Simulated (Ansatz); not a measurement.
**TiB2 (model structure, started from the CrSi2 type, P6₂22, No. 180, 9 atoms in the cell): equilibrium lattice constant a by level of theory**

No measured value is used here.

| level (code) | value (Å) |
|---|---|
| PBE (Ansatz) | 4.218 |
| PBEsol (Ansatz) | 4.175 |
| PBE-D3(BJ) (Ansatz) | … |

### Question
Some entries are withheld; supply them.

### Answer

- PBE-D3(BJ) (Ansatz, a first-principles code), value (Å): 4.161

Ansatz's density-functional and Hartree–Fock values are scalar-relativistic unless marked +SOC, with PAW data made under PBE.

A model structure was made by putting elements into a prototype or built by hand; it is no filed structure, need not be a known phase, and can be a saddle point held by its symmetry.
